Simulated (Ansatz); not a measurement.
**Quick settings and what they miss: H2 (I4/mmm, 2 atoms in the cell)**

Self-consistent single point.

```
CELL_PARAMETERS angstrom
     -2.21041     2.21041     1.89747
      2.21041    -2.21041     1.89747
      2.21041     2.21041    -1.89747
ATOMIC_POSITIONS crystal
  H  0.89995 0.89995 0.00000
  H  0.10005 0.10005 0.00000
```

Computed with PBEsol, default PAW files made with PBE (plane waves; Ansatz, a first-principles code).

Base settings: basis.ecutwfc = 420 eV; kpoints.mp_grid.grid = 8 8 8; hamiltonian.xc = pbesol; hamiltonian.pseudopotentials = {kind: paw} (the program's default PAW files); scf.occupations.method = gaussian; scf.occupations.width = 0.05 eV.

Tight run (finer mesh or higher cutoff; not a proven limit): basis.ecutwfc: 420 eV → 590 eV; kpoints.mp_grid.grid: 8 8 8 → 11 11 11; scf.convergence.dr2_threshold: default (1e-07 eV) → 1e-09 eV. It gave top of the valence band (on the code's own zero) -8.83 eV; gap on the k-point mesh 9.36 eV; pressure -0.06 GPa; largest force (vector length) 0.021 eV/Å.

Quick runs, as changes from the base:
- A: the base itself
- B: basis.ecutwfc: 420 eV → 210 eV; kpoints.mp_grid.grid: 8 8 8 → 2 2 2; scf.occupations.method: gaussian → methfessel_paxton; scf.occupations.width: 0.05 eV → 0.272 eV
- C: basis.ecutwfc: 420 eV → 210 eV; kpoints.mp_grid.shift: default → 0.5 0.5 0.5
- D: basis.ecutwfc: 420 eV → 335 eV; kpoints.mp_grid.grid: 8 8 8 → 2 2 2; kpoints.mp_grid.shift: default → 0.5 0.5 0.5
- E: basis.ecutwfc: 420 eV → 250 eV; kpoints.mp_grid.grid: 8 8 8 → 6 6 6; hamiltonian.xc: pbesol → lda; scf.occupations.method: gaussian → cold; scf.occupations.width: 0.05 eV → 0.136 eV; kpoints.mp_grid.shift: default → 0.5 0.5 0.5 [LDA (PW92)]
- F: basis.ecutwfc: 420 eV → 335 eV; kpoints.mp_grid.grid: 8 8 8 → 6 6 6
- G: kpoints.mp_grid.grid: 8 8 8 → 2 2 2; hamiltonian.xc: pbesol → b3lyp [B3LYP]
- H: kpoints.mp_grid.grid: 8 8 8 → 3 3 3; hamiltonian.xc: pbesol → hse06 [HSE06]

Dashes: energy of E, G, H, another energy zero; count of G, H, another kind of functional, whose work the count does not hold.

Gaps are read on each run's own mesh, which may miss the band edges.

† marks runs with another functional, U, potentials or spin treatment: their distance from the tight run is not a convergence error alone.

The count of work is k-points × plane waves × bands × iterations; it is no time. 

Pressures in the table are Ansatz's without its Pulay estimate, at a fixed set of plane waves; the tight run's value above holds the estimate.

The starting cell comes from a database of computed structures (which also holds hypothetical and non-ambient phases and stackings), without a prior relaxation at this level. Its lattice was rescaled by a random factor within 2.5 % of one.

| run | energy less tight (meV/atom) | pressure less tight (GPa) | largest miss in a force vector (eV/Å) | gap on the mesh less tight (eV) | count of work / tight |
|---|---|---|---|---|---|
| A | 2.0 | -0.10 | 0.002 | -0.035 | 0.28 |
| B | 124.8 | -1.98 | 0.045 | -0.104 | 0.0060 |
| C | 110.2 | -2.18 | 0.011 | -0.042 | 0.10 |
| D | 6.7 | -0.58 | 0.040 | 0.352 | 0.011 |
| E† | – | -1.34 | 0.303 | -0.363 | 0.054 |
| F | 11.9 | -0.44 | 0.005 | -0.041 | 0.11 |
| G† | – | -0.44 | 0.675 | 1.930 | – |
| H† | – | -0.61 | 0.473 | 2.096 | – |

The base run finds a smaller gap than the tight one, whose mesh may miss a band edge.

Among the runs at the tight run's level, the energy misses run from 2.0 to 124.8 meV/atom.

Keys are those of Ansatz 0.2.
